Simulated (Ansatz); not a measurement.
## GaN: pressure −2 GPa

The parent structure is GaN in the rock salt structure (space group Fm-3m, No. 225; a = 4.219 Å; a model cell).

Perturbation: hydrostatic tension (pressure −2 GPa).

Method: Kohn–Sham DFT with the PBEsol functional, run in Ansatz (a first-principles code) with PAW and 420 eV plane waves, without spin-orbit coupling. Γ-centred 13×13×13 mesh, Fermi–Dirac width 0.05 eV.

| quantity | base | changed | shift |
|---|---|---|---|
| volume per atom | 9.39 Å³ | 9.47 Å³ | +0.08 Å³ |
| density | 7.40 g/cm³ | 7.34 g/cm³ | -0.06 g/cm³ |
| lattice parameter a | 4.219 Å | 4.232 Å | +0.0124 Å |
| shortest interatomic distance | 2.110 Å | 2.116 Å | +0.006 Å |
| enthalpy H = E + PV relative to the base's energy | – | -0.12 eV/atom | – |
| band gap | 0.54 eV | 0.49 eV | -0.055 eV |
| gap character | indirect, K–Γ (52 % along) → X | indirect, K–Γ (52 % along) → X | – |
| width of the top valence band | 4.70 eV | 4.68 eV | -0.02 eV |
| electron mass | 0.47 mₑ along k, 0.18 mₑ across (at X) | 0.45 mₑ along k, 0.17 mₑ across (at X) | – |

Load acts through the strain it causes; cell and atoms are relaxed under it. Effective masses come from finite differences of ±0.01 Å⁻¹. Along k means along the line from Γ to the band edge. Whether these cells are dynamically stable was not tested. The base started in Pnma and relaxed to Fm-3m at this level. This is not the structure that GaN has at room temperature and ambient pressure.
